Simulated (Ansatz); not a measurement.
# ZnGeP2: stress against strain

ZnGeP2 (chalcopyrite, I-42d, 19.694 Å³/atom and stress up to 0.01 GPa in the relaxed cell, c along z) under an equal strain ε in the (001) plane with the normal axis free, as in a coherent film. PBEsol in Ansatz, a plane-wave DFT program (PAW, default set), 420 eV, 9×9×9 Γ-centred mesh, Fermi-Dirac smearing 0.05 eV; ions are relaxed, or left where forces stay under 0.02 eV/Å, within the symmetry of each cell. Stress is positive for a compressed cell.

Here s stands for strain and y for stress xx.

| strain (%) | stress xx (GPa) |
|---|---|
| -1.50 | 2.13 |
| -0.75 | 1.03 |
| 0.00 | 0.00 |
| 0.75 | -0.98 |
| 1.50 | -1.90 |
| 3.00 | ? |

Fit y against s with a straight line, and predict the withheld value at s = 3.00.

Means: s 0, y 0.056. About the means, the sum of products is -7.5525 and the sum of squares of s is 5.6250; the slope is their ratio. Least squares gives y = 0.056 - 1.3427·s. Residuals (row less fit): 0.060, -0.033, -0.056, -0.029, 0.058; standard error 0.063 (degrees of freedom: 3). The slope gives the biaxial elastic modulus of this plane = 134 ± 3 GPa (± standard error of the fit, which holds the terms cut off). At the withheld row, y = 0.056 - 1.3427 × 3.00 = -3.972 GPa. The calculation gives -3.58 GPa, 0.392 GPa above the prediction (6.9 % of the range of y in the table). The row lies outside the fitted rows, so this is an extrapolation. From the scatter of the fitted rows alone, a prediction at this place has a standard error of 0.106 GPa, so the miss is 3.7 times that.

A polynomial of degree 2 through the 8 other runs of the series gives -3.57 there, so most of the miss is curvature that the fit leaves out. Rows are the converged runs of the series near zero and its far end; series whose fitted rows scatter by over a few per cent of the range, as at a crossing or softening among them, aren't shown in this form, nor equations of state whose B0' disagrees with the runs' pressures. Most that stay on the fit to the last digits aren't either.
